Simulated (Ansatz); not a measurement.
NaCl: 6 layers

Base system: NaCl in the rock salt structure (space group Fm-3m, No. 225; a = 5.696 Å). Axes: x, y, z lie along the cube axes.

One thing is altered: a free-standing slab of 6 layers (12 atoms, 2 a layer) is cut normal to the z axis, with 15 Å of vacuum and the in-plane cell held at bulk.

The values are results of PBE in Ansatz (plane waves to 420 eV, PAW, without spin-orbit coupling), not measurements. k-mesh 8×8×1 (Γ-centred); smearing 0.05 eV (Fermi–Dirac), for the changed cell.

```csv
quantity,base,changed,shift
layer's space group (with vacuum),–,P4/nmm (No. 129),–
shortest interatomic distance,2.848 Å,2.789 Å,-0.0584 Å
band gap,5.00 eV,4.98 eV,-0.02 eV
gap character,–,direct at Γ,–
"valence-band top at Γ (three highest levels, from the VBM)","0.00, 0.00, 0.00 eV","0.00, 0.00, -0.04 eV",–
excess energy per area of both faces (slab less bulk energy over the cell's area: twice a surface energy),–,0.29 J/m²,–
thickness between the outermost nuclei,–,14.33 Å,–
change of the spacing d12 from its bulk value of 2.848 Å,–,-0.7 %,–
change of the spacing d23 from its bulk value of 2.848 Å,–,+0.3 %,–
```

Final structure:

```
CELL_PARAMETERS angstrom
      4.02735     0.00000     0.00000
      0.00000     4.02735     0.00000
      0.00000     0.00000    29.23881
ATOMIC_POSITIONS crystal
  Cl 0.25000 0.75000 0.25497
  Na 0.75000 0.25000 0.25884
  Cl 0.75000 0.25000 0.35424
  Na 0.25000 0.75000 0.35309
  Cl 0.25000 0.75000 0.45121
  Na 0.75000 0.25000 0.45155
  Cl 0.75000 0.25000 0.54879
  Na 0.25000 0.75000 0.54845
  Cl 0.25000 0.75000 0.64576
  Na 0.75000 0.25000 0.64691
  Cl 0.75000 0.25000 0.74503
  Na 0.25000 0.75000 0.74116
```

Cost of the whole job for the changed cell (relaxation, final SCF and bands): roughly 2.4 core-minutes.

The excess energy carries the mismatch between the slab's and the bulk's meshes. No phonon test of stability was made. Labels are those of the standard path for the cell's own space group.

Ansatz is a first-principles code.
